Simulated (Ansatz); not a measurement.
Base system: GaN in the zinc blende structure (space group F-43m, No. 216; a = 4.498 Å). Axes: x, y, z lie along the cube axes.

Level of theory: DFT with PBEsol, PAW potentials and a 420 eV plane-wave cutoff in Ansatz (an electronic-structure program), spin-orbit coupling left out.

Strains are applied to the cell and any free atomic positions relax.

One change was made to it. Results:

| quantity | base | after |
|---|---|---|
| valence-band top at Γ (three highest levels, from the VBM) | 0.00, 0.00, 0.00 eV | 0.00, -0.15, -0.27 eV |
| band gap | 1.70 eV | 1.53 eV |
| gap character | direct at Γ | direct at Γ |

Q: Which change produced these results?
A. tensor shear ε_xy = +0.57 %
B. tensor shear ε_xy = +0.29 %
C. tensor shear ε_xy = +2.00 %
D. tensor shear ε_xy = +0.86 %

A: C, tensor shear ε_xy = +2.00 %. For comparison, the band gap in the other runs: tensor shear ε_xy = +0.29 % gives 1.68 eV; tensor shear ε_xy = +0.57 % gives 1.66 eV; tensor shear ε_xy = +0.86 % gives 1.64 eV.

Whether these cells are dynamically stable was not tested. This is not the structure that GaN has at room temperature and ambient pressure. k-point labels follow each cell's own Brillouin zone.
